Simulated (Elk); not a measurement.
## A self-consistent single point of SrCl₂ (Fm-3m, 3 atoms in the cell) with Elk

Method of the run: LDA (PW92), all-electron FP-LAPW, Elk's shipped species files, APW+lo basis with extra local orbitals (Elk 10.2.4).

The input file:

```
tasks
  0

rgkmax
  7.5

gmaxvr
  16.0

nxlo
  2

lorbcnd
  .true.

lmaxi
  3

swidth
  0.000367493

maxscl
  100

scale
  1.889726125

avec
    0.0000000000    3.4997450000    3.4997450000
    3.4997450000    0.0000000000    3.4997450000
    3.4997450000    3.4997450000    0.0000000000

atoms
  2
  'Sr.in'
  1
  0.0000000000  0.0000000000  0.0000000000    0.0 0.0 0.0
  'Cl.in'
  2
  0.7500000000  0.7500000000  0.7500000000    0.0 0.0 0.0
  0.2500000000  0.2500000000  0.2500000000    0.0 0.0 0.0

ngridk
  8 8 8
```

The program printed (abridged):

```
│ Elk code version 10.2.4 │

All units are atomic (Hartree, Bohr, etc.)

│ Ground-state run starting from atomic densities │

Lattice vectors :
   0.000000000       6.613559557       6.613559557
   6.613559557       0.000000000       6.613559557
   6.613559557       6.613559557       0.000000000

Unit cell volume      :    578.5432118
Brillouin zone volume :   0.4287496740

Muffin-tin inner radius fraction :   0.1000000000E-01

Nuclei treated as point charges

Species :    1 (Sr)
 parameters loaded from : Sr.in
 name : strontium
 nuclear charge    :   -38.00000000
 electronic charge :    38.00000000
 atomic mass :    159721.4890
 muffin-tin radius :    2.600000000
 number of radial points in muffin-tin :    597
 atomic positions (lattice), magnetic fields (Cartesian) :
   1 :   0.00000000  0.00000000  0.00000000    0.00000000  0.00000000  0.00000000

Species :    2 (Cl)
 parameters loaded from : Cl.in
 name : chlorine
 nuclear charge    :   -17.00000000
 electronic charge :    17.00000000
 atomic mass :    64626.86545
 muffin-tin radius :    2.200000000
 number of radial points in muffin-tin :    397
 atomic positions (lattice), magnetic fields (Cartesian) :
   1 :  -0.25000000 -0.25000000 -0.25000000    0.00000000  0.00000000  0.00000000
   2 :   0.25000000  0.25000000  0.25000000    0.00000000  0.00000000  0.00000000

Total number of atoms per unit cell :    3

Spin treatment :
 spin-unpolarised

Number of Bravais lattice symmetries :   48
Number of crystal symmetries         :   48
Crystal has inversion symmetry
Real symmetric eigensolver will be used

k-point grid :      8     8     8
k-point offset :    0.000000000       0.000000000       0.000000000
k-point set is reduced with full crystal symmetry group
Total number of k-points :       29

Muffin-tin radius times maximum |G+k| :    7.500000000
 using average radius
Maximum |G+k| for APW functions       :    3.214285714
Maximum (1/2)|G+k|²                   :    5.165816327
Maximum |G| for potential and density :    16.00000000
 potential will be trimmed for |G| > 2 gkmax
Constant for pseudocharge density :   10
Radial integration step length :    4

G-vector grid sizes :     48    48    48
Number of G-vectors :    39957

Maximum angular momentum used for
 APW functions                      :    8
 outer part of muffin-tin           :    6
 inner part of muffin-tin           :    3

Total nuclear charge    :   -72.00000000
Total core charge       :    48.00000000
Total valence charge    :    24.00000000
Total excess charge     :    0.000000000
Total electronic charge :    72.00000000

Effective Wigner radius, rₛ :    1.242524323

Number of empty states         :   12
Total number of valence states :   24
Total number of core states    :   48

Conduction state local-orbitals added automatically
Total number of local-orbitals :  201

Exchange-correlation functional :      3     0     0
 Perdew-Wang/Ceperley-Alder, Phys. Rev. B 45, 13244 (1992)
 gradient requirement :    0
 local density approximation (LDA)

Smearing type :    3
 Fermi-Dirac
Smearing width :   0.3674930000E-03
Effective electronic temperature (K) :    116.0451112

Mixing type :    3
 Broyden mixing, J. Phys. A: Math. Gen. 17, L317 (1984)

Kohn-Sham potential initialised from atomic data

│ Self-consistent loop started │
│ Loop number : 1 │
 total energy                :     -4105.71063501
│ Loop number : 2 │
 total energy                :     -4105.61322437
RMS change in Kohn-Sham potential (target) :   0.1066363017     (  0.1000000000E-05)
Absolute change in total energy (target)   :   0.9741063229E-01 (  0.1000000000E-03)
│ Loop number : 3 │
 total energy                :     -4104.45814418
RMS change in Kohn-Sham potential (target) :   0.9047353409E-01 (  0.1000000000E-05)
Absolute change in total energy (target)   :    1.179432857     (  0.1000000000E-03)
│ Loop number : 4 │
 total energy                :     -4102.10003939
RMS change in Kohn-Sham potential (target) :   0.6210317935E-01 (  0.1000000000E-05)
Absolute change in total energy (target)   :    2.652962995     (  0.1000000000E-03)
│ Loop number : 5 │
 total energy                :     -4099.08413792
RMS change in Kohn-Sham potential (target) :   0.2653802436E-01 (  0.1000000000E-05)
Absolute change in total energy (target)   :    3.679142225     (  0.1000000000E-03)
│ Loop number : 6 │
 total energy                :     -4097.51378759
RMS change in Kohn-Sham potential (target) :   0.8010588968E-02 (  0.1000000000E-05)
Absolute change in total energy (target)   :    2.490135887     (  0.1000000000E-03)
│ Loop number : 7 │
 total energy                :     -4096.87566031
RMS change in Kohn-Sham potential (target) :   0.3296575383E-03 (  0.1000000000E-05)
Absolute change in total energy (target)   :    1.260661248     (  0.1000000000E-03)
│ Loop number : 8 │
 total energy                :     -4096.86276202
RMS change in Kohn-Sham potential (target) :   0.1861200325E-03 (  0.1000000000E-05)
Absolute change in total energy (target)   :   0.3280636038     (  0.1000000000E-03)
│ Loop number : 9 │
 total energy                :     -4096.85924200
RMS change in Kohn-Sham potential (target) :   0.1156189224E-03 (  0.1000000000E-05)
Absolute change in total energy (target)   :   0.8553592391E-01 (  0.1000000000E-03)
│ Loop number : 10 │
 total energy                :     -4096.86449986
RMS change in Kohn-Sham potential (target) :   0.1398263553E-04 (  0.1000000000E-05)
Absolute change in total energy (target)   :   0.1612611969E-01 (  0.1000000000E-03)
│ Loop number : 11 │
 total energy                :     -4096.86610968
RMS change in Kohn-Sham potential (target) :   0.2026019657E-05 (  0.1000000000E-05)
Absolute change in total energy (target)   :   0.2421704737E-02 (  0.1000000000E-03)
│ Loop number : 12 │
 total energy                :     -4096.86622029
RMS change in Kohn-Sham potential (target) :   0.5040477113E-06 (  0.1000000000E-05)
Absolute change in total energy (target)   :   0.4948156757E-03 (  0.1000000000E-03)
│ Loop number : 13 │
 total energy                :     -4096.86623479
RMS change in Kohn-Sham potential (target) :   0.2137149328E-06 (  0.1000000000E-05)
Absolute change in total energy (target)   :   0.1092079037E-03 (  0.1000000000E-03)
│ Loop number : 14 │
 total energy                :     -4096.86622820
RMS change in Kohn-Sham potential (target) :   0.2828171015E-07 (  0.1000000000E-05)
Absolute change in total energy (target)   :   0.3388843470E-04 (  0.1000000000E-03)
Convergence targets achieved

│ Loop number : 15 │

Energies :
 Fermi                       :     0.442708343781E-01
 sum of eigenvalues          :     -2392.91987778
 electron kinetic            :      4194.87725019
 core electron kinetic       :      4108.35796738
 Coulomb                     :     -8136.45972549
 Coulomb potential           :     -6382.18553264
 nuclear-nuclear             :     -393.202856948
 electron-nuclear            :     -9104.32820445
 Hartree                     :      1361.07133590
 Madelung                    :     -4945.36695917
 xc potential                :     -205.611595335
 exchange                    :     -149.132566152
 correlation                 :     -6.15118616098
 electron entropic           :    -0.727540954580E-12
 total energy                :     -4096.86622761

Density of states at Fermi energy :   0.2721065110E-06
 (states/Hartree/unit cell)

Estimated indirect band gap :   0.1778981176
 from k-point     21 to k-point      1
Estimated direct band gap   :   0.1896879833
 at k-point     21

Charges :
 core                        :    48.00000000
 valence                     :    24.00000000
 interstitial                :    4.769400539
 muffin-tins (core leakage)
  species :    1 (Sr)
   atom    1                 :    35.90655840     (  0.2855607206E-04)
  species :    2 (Cl)
   atom    1                 :    15.66202053     (  0.1581052115E-04)
   atom    2                 :    15.66202053     (  0.1581052115E-04)
 total in muffin-tins        :    67.23059946
 total calculated charge     :    72.00166052
 total charge                :    72.00000000
 error                       :   0.1660519140E-02

│ Self-consistent loop stopped │
```

The run converged in 15 iterations. The count includes the last loop, which Elk runs after its targets are met.

The starting cell comes from a database of computed structures (which also holds hypothetical and non-ambient phases and stackings), without a prior relaxation at this level. Values depend on the basis (sphere radii, cutoffs, local orbitals), which need not be converged.
